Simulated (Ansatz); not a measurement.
Take GaN in the wurtzite structure (space group P6_3mc, No. 186; a = 3.1518 Å, c = 5.1383 Å) as the base. Axes: x lies along a and z along c of the hexagonal cell.

Structures relaxed with LDA, PAW, 420 eV (Ansatz, a first-principles code; no SOC).

Base:

Simulated powder pattern, Cu Kα1, λ = 1.54056 Å (kinematic, ideal powder, no thermal factors, no anomalous dispersion; the 10 strongest lines at most, above 2 %, up to 2θ = 90°):

```tsv
2θ (°)	I/Imax (%)	hkl
32.78	43	(100)
34.89	36	(002)
37.27	100	(101)
48.63	21	(102)
58.52	29	(110)
64.14	30	(103)
68.72	4.3	(200)
69.98	26	(112)
71.46	15	(201)
79.45	4.5	(202)
```

After one change:

Simulated powder pattern, Cu Kα1, λ = 1.54056 Å (kinematic, ideal powder, no thermal factors, no anomalous dispersion; the 10 strongest lines at most, above 2 %, up to 2θ = 90°):

| 2θ (°) | I/Imax (%) |
|---|---|
| 32.78 | 42 |
| 34.05 | 37 |
| 37.07 | 100 |
| 47.99 | 21 |
| 58.52 | 29 |
| 62.94 | 32 |
| 68.72 | 4.3 |
| 69.47 | 26 |
| 71.34 | 15 |
| 78.96 | 4.4 |

Task: Name the change that was made.
A) uniaxial strain ε_zz = +1.20 %
B) uniaxial strain ε_zz = +2.40 %
C) uniaxial strain ε_zz = +0.60 %
D) uniaxial strain ε_zz = +1.80 %

Result: B, uniaxial strain ε_zz = +2.40 %. Its volume per atom is 11.32 Å³ against 11.05 Å³, and its space group is P6_3mc (No. 186).

Whether these cells are dynamically stable was not tested.
